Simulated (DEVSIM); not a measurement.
Structure: Ru/AlN/n-Ge capacitor, at 300 K.

Layer 1 from the left is AlN, thickness (nm) 26.0. Layer 2 from the left is Ge, thickness (nm) 4100, Nd (cm⁻³) 2.1e16.

Metal gate on the left, work function 4.7 eV. Fixed charge at the semiconductor interface 0 cm⁻² (in units of +e); no interface traps.

The device is made up for the run: typed textbook-type constants, with dimensions and the other settings drawn at random. Values at 300 K.

AlN: gap (eV) 6.1, affinity (eV) 1.9, permittivity 8.5. Ge: gap (eV) 0.664, affinity (eV) 4, permittivity 16, Nc (cm⁻³) 1.04e19, Nv (cm⁻³) 6e18.

Model (solved in DEVSIM): 1D Poisson equation in equilibrium, Boltzmann statistics, complete ionisation; no quantum confinement or tunnelling. Metal contacts follow the ideal Schottky-Mott rule: no Fermi-level pinning, no interface dipoles.

Question: What does the simulation give for the minimum of the low-frequency capacitance, the flat-band voltage?

Answer: minimum of the low-frequency capacitance 0.0754 μF/cm²; flat-band voltage 0.54 V.
